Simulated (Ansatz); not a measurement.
We consider CaAlHO2 (model structure, started from the SrVO2H type, P4/mmm, No. 123, 5 atoms in the cell), described by PBE (Ansatz, an electronic-structure program, plane waves, PAW).

Run with plane-wave cutoff 520 eV, 10×10×10 k mesh, Fermi–Dirac smearing 0.01 eV, scalar-relativistic PAW data made under PBE.

Cell (relaxed with PBEsol):

```
CELL_PARAMETERS angstrom
      3.72805     0.00000     0.00000
      0.00000     3.72805     0.00000
      0.00000     0.00000     3.44832
ATOMIC_POSITIONS crystal
  Ca 0.50000 0.50000 0.50000
  Al 0.00000 0.00000 0.00000
  O  0.50000 0.00000 0.00000
  O  0.00000 0.50000 0.00000
  H  0.00000 0.00000 0.50000
```

Give the computed band gap, smallest direct gap on the k points sampled and direct gap at Γ.


- band gap: 3.76 eV (indirect)
- smallest direct gap on the k points sampled: 4.50 eV
- direct gap at Γ: 5.69 eV

Note: the relaxation could raise the start's symmetry but not lower it, so the cell can be a saddle point; cell and atoms aren't relaxed at this level (pressure 4.7 GPa).

Computing time: roughly 14 core-seconds.

A model structure was made by putting elements into a prototype or built by hand; it is no filed structure, need not be a known phase, and can be a saddle point held by its symmetry.
